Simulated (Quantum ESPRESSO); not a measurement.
Worked example: self-consistent single point of NiO (P1, 4 atoms in the cell) in Quantum ESPRESSO.

Method of the run: PBE, PSlibrary PAW (PBE) pseudopotentials (plane waves; Quantum ESPRESSO 7.5).

The change in words: lattice scaled by 0.98. Reference geometry:
```
CELL_PARAMETERS angstrom
      4.18000     2.09000     2.09000
      2.09000     4.18000     2.09000
      2.09000     2.09000     4.18000
ATOMIC_POSITIONS crystal
  Ni 0.00175 0.98130 0.00996
  Ni 0.51217 0.50924 0.47673
  O  0.23275 0.25026 0.26803
  O  0.75333 0.75919 0.74528
```
Moments meant for the start (each program seeds them in its own way; μB, in the order of the atoms Ni Ni O O): 2.0 -2.0 0.0 0.0.

Reference input (self-consistent single point, DFT, PBE, plane waves, PSlibrary PAW (PBE) pseudopotentials): ecutwfc = 55 Ry; ecutrho = 330 Ry; occupations = smearing; smearing = fermi-dirac; degauss = 0.0036749 Ry; nspin = 2; K_POINTS = automatic 5 5 5 0 0 0; conv_thr = 1e-10 Ry; mixing_beta = 0.3. This run's input differs from it in these lines:

```diff
@@ -36,5 +36,5 @@
 CELL_PARAMETERS {angstrom}
-   4.18000000     2.09000000     2.09000000
-   2.09000000     4.18000000     2.09000000
-   2.09000000     2.09000000     4.18000000
+   4.09640000     2.04820000     2.04820000
+   2.04820000     4.09640000     2.04820000
+   2.04820000     2.04820000     4.09640000
```

Output, abridged:

```
     Self-consistent Calculation

     iteration #  1     ecut=    55.00 Ry     beta= 0.30

     total energy              =    -454.54606371 Ry
     estimated scf accuracy    <       0.33670515 Ry

     total magnetization       =    -0.00 Bohr mag/cell
     absolute magnetization    =     2.72 Bohr mag/cell

     iteration #  2     ecut=    55.00 Ry     beta= 0.30

     total energy              =    -454.59861976 Ry
     estimated scf accuracy    <       0.05674892 Ry

     total magnetization       =     0.00 Bohr mag/cell
     absolute magnetization    =     2.55 Bohr mag/cell

     iteration #  3     ecut=    55.00 Ry     beta= 0.30

   [... lines left out ...]

     iteration # 17     ecut=    55.00 Ry     beta= 0.30

     total energy              =    -454.62481636 Ry
     estimated scf accuracy    <          1.4E-10 Ry

     total magnetization       =    -0.00 Bohr mag/cell
     absolute magnetization    =     2.96 Bohr mag/cell

     iteration # 18     ecut=    55.00 Ry     beta= 0.30

     Magnetic moment per site  (integrated on atomic sphere of radius R)
     atom   1 (R=0.164)  charge=  7.5628  magn=  1.3245
     atom   2 (R=0.164)  charge=  7.5594  magn= -1.3198
     atom   3 (R=0.164)  charge=  5.4944  magn=  0.0213
     atom   4 (R=0.164)  charge=  5.4804  magn= -0.0221
     End of self-consistent calculation

     Number of k-points >= 100: set verbosity='high' to print the bands.

     the Fermi energy is    12.9115 ev

!    total energy              =    -454.62481636 Ry
     estimated scf accuracy    <          5.5E-11 Ry
     smearing contrib. (-TS)   =      -0.00000094 Ry
     internal energy E=F+TS    =    -454.62481542 Ry

     total magnetization       =    -0.00 Bohr mag/cell
     absolute magnetization    =     2.96 Bohr mag/cell

     convergence has been achieved in  18 iterations

     Forces acting on atoms (cartesian axes, Ry/au):

     atom    1 type  1   force =     0.00385120    0.02359056    0.00559538
     atom    2 type  2   force =    -0.01490114   -0.00449510    0.01847928
     atom    3 type  3   force =     0.01504181   -0.00609027   -0.01021905
   [... lines left out ...]

     Total force =     0.043946     Total SCF correction =     0.000009

          total   stress  (Ry/bohr**3)                   (kbar)     P=      173.47
   0.00114322  -0.00002282  -0.00001787          168.17       -3.36       -2.63
  -0.00002282   0.00119210  -0.00002609           -3.36      175.36       -3.84
  -0.00001787  -0.00002609   0.00120228           -2.63       -3.84      176.86

   JOB DONE.
```

The run converged in 18 iterations. Against the reference run the free energy rises by 34.0 meV/atom, the pressure goes from 2.93 to 17.35 GPa, the largest force goes from 0.496 to 0.631 eV/Å and the gap on the mesh moves little (0.867 to 0.866 eV).

The starting cell has typed, rounded lattice constants, without a prior relaxation at this level. Its atoms were displaced at random from the sites of space group no. 225. For this run, on top of that: lattice scaled by 0.98. The magnetic order is the one reached from the typed start; others were not searched systematically. With a pressure of about 17 GPa the cell is away from its equilibrium volume at this level.

Cost on one core of a shared machine: roughly 3 min.
